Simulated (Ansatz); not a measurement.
Structure of amorphous In₂₄Al₆Zn₉O₅₄ (periodic cell):

```yaml
crystal:
  lattice:
    - [10.38697, -0.00436, -0.00277]
    - [-0.00436, 10.61639, 0.00121]
    - [-0.00277, 0.00121, 10.61187]
  atoms:
    - { symbol: In, position: [0.63210, 0.70921, 0.59687] }
    - { symbol: In, position: [0.72362, 0.75060, 0.93114] }
    - { symbol: In, position: [0.64660, 0.47048, 0.01960] }
    - { symbol: In, position: [0.10808, 0.70161, 0.88572] }
    - { symbol: In, position: [0.06864, 0.03966, 0.44539] }
    - { symbol: In, position: [0.69569, 0.68451, 0.23904] }
    - { symbol: In, position: [0.20778, 0.36212, 0.83058] }
    - { symbol: In, position: [0.59918, 0.39680, 0.30447] }
    - { symbol: In, position: [0.73840, 0.93435, 0.41172] }
    - { symbol: In, position: [0.96164, 0.71095, 0.45269] }
    - { symbol: In, position: [0.23733, 0.01449, 0.88102] }
    - { symbol: In, position: [0.95029, 0.90231, 0.13178] }
    - { symbol: In, position: [0.47814, 0.09816, 0.39529] }
    - { symbol: In, position: [0.25384, 0.83953, 0.58501] }
    - { symbol: In, position: [0.73809, 0.16210, 0.60394] }
    - { symbol: In, position: [0.60898, 0.97685, 0.11118] }
    - { symbol: In, position: [0.53056, 0.38529, 0.61835] }
    - { symbol: In, position: [0.40974, 0.65124, 0.33210] }
    - { symbol: In, position: [0.77547, 0.21044, 0.00032] }
    - { symbol: In, position: [0.26539, 0.55334, 0.59392] }
    - { symbol: In, position: [0.90569, 0.87320, 0.72014] }
    - { symbol: In, position: [0.88390, 0.49560, 0.75002] }
    - { symbol: In, position: [0.08297, 0.22459, 0.07407] }
    - { symbol: In, position: [0.40128, 0.20480, 0.10031] }
    - { symbol: Al, position: [0.15987, 0.66645, 0.20653] }
    - { symbol: Al, position: [0.03599, 0.43005, 0.29750] }
    - { symbol: Al, position: [0.29471, 0.12684, 0.62325] }
    - { symbol: Al, position: [0.98910, 0.17395, 0.73143] }
    - { symbol: Al, position: [0.79696, 0.45330, 0.48922] }
    - { symbol: Al, position: [0.43427, 0.61453, 0.81781] }
    - { symbol: Zn, position: [0.25975, 0.95842, 0.21578] }
    - { symbol: Zn, position: [0.82479, 0.20448, 0.28864] }
    - { symbol: Zn, position: [0.49743, 0.89989, 0.77504] }
    - { symbol: Zn, position: [0.31540, 0.34594, 0.40272] }
    - { symbol: Zn, position: [0.49401, 0.22350, 0.85201] }
    - { symbol: Zn, position: [0.93709, 0.50683, 0.02661] }
    - { symbol: Zn, position: [0.03737, 0.33322, 0.52745] }
    - { symbol: Zn, position: [0.34985, 0.48698, 0.07139] }
    - { symbol: Zn, position: [0.39945, 0.77338, 0.04716] }
    - { symbol: O, position: [0.79345, 0.92027, 0.01543] }
    - { symbol: O, position: [0.48349, 0.36021, 0.99107] }
    - { symbol: O, position: [0.24729, 0.33373, 0.02639] }
    - { symbol: O, position: [0.78937, 0.61151, 0.07142] }
    - { symbol: O, position: [0.07321, 0.90207, 0.85827] }
    - { symbol: O, position: [0.04833, 0.86685, 0.55173] }
    - { symbol: O, position: [0.11645, 0.13492, 0.62314] }
    - { symbol: O, position: [0.87344, 0.09365, 0.44598] }
    - { symbol: O, position: [0.59074, 0.12798, 0.98698] }
    - { symbol: O, position: [0.57086, 0.76332, 0.40076] }
    - { symbol: O, position: [0.25242, 0.69475, 0.45281] }
    - { symbol: O, position: [0.67459, 0.31874, 0.47892] }
    - { symbol: O, position: [0.43110, 0.02870, 0.21204] }
    - { symbol: O, position: [0.05539, 0.50292, 0.87503] }
    - { symbol: O, position: [0.89384, 0.69652, 0.81710] }
    - { symbol: O, position: [0.06314, 0.72818, 0.08115] }
    - { symbol: O, position: [0.17128, 0.39027, 0.63712] }
    - { symbol: O, position: [0.58870, 0.60577, 0.88393] }
    - { symbol: O, position: [0.26108, 0.53284, 0.22461] }
    - { symbol: O, position: [0.40937, 0.91994, 0.93807] }
    - { symbol: O, position: [0.93809, 0.53892, 0.55610] }
    - { symbol: O, position: [0.90284, 0.36113, 0.38354] }
    - { symbol: O, position: [0.40012, 0.23185, 0.54075] }
    - { symbol: O, position: [0.62474, 0.25708, 0.73611] }
    - { symbol: O, position: [0.52886, 0.54802, 0.18965] }
    - { symbol: O, position: [0.67633, 0.06783, 0.27603] }
    - { symbol: O, position: [0.42779, 0.48778, 0.46597] }
    - { symbol: O, position: [0.80791, 0.38996, 0.91621] }
    - { symbol: O, position: [0.18876, 0.69435, 0.70810] }
    - { symbol: O, position: [0.14247, 0.31578, 0.36638] }
    - { symbol: O, position: [0.80625, 0.80046, 0.54987] }
    - { symbol: O, position: [0.31898, 0.18951, 0.79168] }
    - { symbol: O, position: [0.00741, 0.39195, 0.14213] }
    - { symbol: O, position: [0.29575, 0.77623, 0.20484] }
    - { symbol: O, position: [0.08328, 0.95422, 0.26907] }
    - { symbol: O, position: [0.22607, 0.08305, 0.07043] }
    - { symbol: O, position: [0.05996, 0.21051, 0.87443] }
    - { symbol: O, position: [0.03800, 0.60015, 0.30945] }
    - { symbol: O, position: [0.90096, 0.30176, 0.65970] }
    - { symbol: O, position: [0.44780, 0.71938, 0.68361] }
    - { symbol: O, position: [0.86307, 0.06330, 0.73380] }
    - { symbol: O, position: [0.38927, 0.46942, 0.74627] }
    - { symbol: O, position: [0.32245, 0.63493, 0.94580] }
    - { symbol: O, position: [0.67199, 0.84553, 0.75995] }
    - { symbol: O, position: [0.71723, 0.32253, 0.16161] }
    - { symbol: O, position: [0.58244, 0.78500, 0.10014] }
    - { symbol: O, position: [0.69785, 0.51882, 0.63113] }
    - { symbol: O, position: [0.33958, 0.97575, 0.69674] }
    - { symbol: O, position: [0.91275, 0.12771, 0.12418] }
    - { symbol: O, position: [0.60403, 0.02525, 0.53354] }
    - { symbol: O, position: [0.44199, 0.27250, 0.28404] }
    - { symbol: O, position: [0.27974, 0.02318, 0.46448] }
    - { symbol: O, position: [0.72449, 0.54563, 0.37144] }
    - { symbol: O, position: [0.84824, 0.81159, 0.29101] }
```

Methods: PBE, scalar-relativistic without spin-orbit coupling (Ansatz, a program for electronic structure); r2SCAN, scalar-relativistic without spin-orbit coupling (Ansatz); HSE06, scalar-relativistic without spin-orbit coupling (Ansatz). Neutral PBE cell, which sets geometry, pressure and energy: sampling: a 2×2×2 Γ-centred mesh; Fermi-Dirac width 0.02 eV; no spin polarisation. Exact exchange is cut at the faces of this 10 Å cell, which leaves hybrid gaps a finite-size error.

It comes from a melt-quench run on a machine-learned potential (CHGNet), relaxed afterwards by DFT. O atoms were pushed apart under 1.9 Å during the dynamics, to hinder bonds among them. The hot cell started wider than the set density and was brought back towards it in steps. It is the lowest in DFT energy of 4 quenches. It is a model cell: composition and starting density were chosen by hand, and all elements were melted together. No dispersion term was used. A short ab initio anneal came between quench and relaxation. Its density started from a set value of 6.20 and ended at 6.20 g/cm³. Cooling (nominally 88 K/ps over its main leg) ran many orders faster than in experiment, which tends to leave more defects and strain. One small periodic cell is one sample of the glass; other quenches scatter about these values. The volume was held where the preparation left it and the shape relaxed.

**Question.** Give the pressure and the spacing of the highest filled and lowest empty levels.

**Answer.** 
```json
{
  "Pressure on a 2×2×2 Γ-centred mesh": "3.80 GPa",
  "Largest force and stress component on that mesh (the relaxation ran on the zone centre alone)": "0.04 eV/Å and 3.9 GPa",
  "Level gap on a 2×2×2 Γ-centred mesh (PBE)": "0.59 eV",
  "Level gap at the zone centre (PBE)": "0.61 eV",
  "Level gap at the zone centre (r2SCAN)": "1.08 eV",
  "Level gap at the zone centre (HSE06)": "2.16 eV",
  "Distance between the nearest levels spread over more than a fifth of the atoms or a third of the atoms of their main element (six at least) (PBE, zone centre)": "0.69 eV"
}
```

**Question.** At PBE and the zone centre, how localised are the states just below and above the Fermi level (participation number: the atoms over which a state spreads)?

**Answer.** The highest filled state is spread over 9.7 atoms' worth, largest on O61, with weights by element (charge in smoothed Voronoi cells) O 0.80, Zn 0.18, In 0.02. The lowest empty state is spread over 78.1 atoms' worth, largest on In19, with weights by element (charge in smoothed Voronoi cells) O 0.53, In 0.36, Zn 0.09.

At PBE the levels at the filled edge of the gap are localised (band-tail or defect states).

Bonds are counted up to In-In 3.12 Å, In-Al 2.89 Å, In-Zn 2.90 Å, In-O 2.88 Å, Al-Al 2.66 Å, Al-Zn 2.67 Å, Al-O 2.18 Å, Zn-Zn 2.68 Å, Zn-O 2.58 Å, O-O 1.58 Å. Two cations that share two anions don't count as bonded, nor two that share one unless they lie closer than In-In 3.04 Å, In-Al 2.81 Å, In-Zn 2.82 Å, Al-Al 2.59 Å, Al-Zn 2.60 Å, Zn-Zn 2.61 Å.

Added carriers, by PBE, scalar-relativistic without spin-orbit coupling run with Ansatz on the zone centre alone. Charged cells keep the cell fixed and stand in a uniform background, with no image correction, at a width of 0.01 eV; where the count is odd the moment is locked at 1 μB, unless the neutral cell bore moments. Each starts from the undistorted neutral geometry alone. PBE's self-interaction favours spread-out carriers, so it can miss traps that a hybrid finds.

**Question.** What happens at PBE when the cell takes an extra electron and the atoms relax?

**Answer.** Relaxation lowers the charged cell by 0.01 eV. The largest moves are In19 0.03 Å, O80 0.02 Å, O88 0.02 Å, O84 0.02 Å. The level that holds the added charge spreads over 77.5 atoms' worth, most on In19 (weight 0.04): a carrier spread over the cell. No bond crosses its cut-off with a change of over 0.15 Å (metal-metal contacts aside). Made neutral again at that geometry, the cell lies +0.01 eV from the neutral start (a closed shell was imposed there, with levels 0.57 eV apart, so this is an upper bound).

**Question.** What happens at PBE when the cell takes a hole and the atoms relax?

**Answer.** Relaxation lowers the charged cell by 0.10 eV. The largest moves are O69 0.16 Å, O92 0.15 Å, O49 0.07 Å, Al26 0.07 Å. The level that was emptied spreads over 17.0 atoms' worth, most on O61 (weight 0.13): a partly localised carrier. No bond crosses its cut-off with a change of over 0.15 Å (metal-metal contacts aside). Made neutral again at that geometry, the cell lies +0.16 eV from the neutral start (a closed shell was imposed there, with levels 0.18 eV apart, so this is an upper bound).
